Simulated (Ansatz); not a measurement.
The starting structures come from a database of crystals and need not be the phases stable at ambient conditions.

 Where the default PAW files enter, the runs use the earlier of Ansatz's two default sets.

The decay constant κ of evanescent states in the gap governs leakage through a thin film.

Data:

```
AlAs
1.0
    4.00239     0.00000     0.00000
   -2.00120     3.46617     0.00000
    0.00000     0.00000     6.57780
Al As
2 2
Direct
  0.33333   0.66667   0.00068
  0.66667   0.33333   0.50068
  0.33333   0.66667   0.37532
  0.66667   0.33333   0.87532
```

Space group of this cell: P6_3mc, wurtzite. The cell is taken as given.

Transport runs along the normal of the first two printed cell vectors, the (001) plane of the conventional cell.

No gap correction and no spin-orbit coupling; mid-gap values are interpolated between computed energies.

Question: Estimate the band gap and the smallest decay constant κ at mid-gap that PBEsol in Ansatz (a quantum-chemistry and plane-wave program) returns for this system.

Answer: Gap 1.65 eV on a 12×12×6 mesh; κ = 0.108 1/Å, at the zone centre.
